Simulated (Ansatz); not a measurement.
**A computed series for CdSe: response to strain**

Take CdSe in the zinc blende structure (space group F-43m, No. 216; a = 6.007 Å) as the base. Axes: x, y, z lie along the cube axes.

Strains are applied to the cell and any free atomic positions relax; under biaxial strain the out-of-plane vector relaxes too.

Level of theory: plane-wave PAW DFT at the LDA level (Ansatz, a first-principles code, 420 eV), no spin-orbit coupling.

| biaxial strain, plane normal [001], relaxed out of plane (%) | out-of-plane strain (%) |
|---|---|
| -3 | 4.29 |
| -2.5 | ? |
| -2 | 2.89 |
| -1.5 | 2.18 |
| -1 | 1.46 |
| -0.5 | 0.74 |
| 0 | 0.00 |

Question: Fit ε⊥ = −νε + γε² (strains in %) to the rows shown and predict the withheld row.

Answer: Least squares on the printed values gives ν = 1.48 (the biaxial Poisson response) and γ = -0.016 (largest residual 0.01 %); this predicts 3.59 %, and the run gives 3.59 %, in agreement.

No phonon test of stability was made.
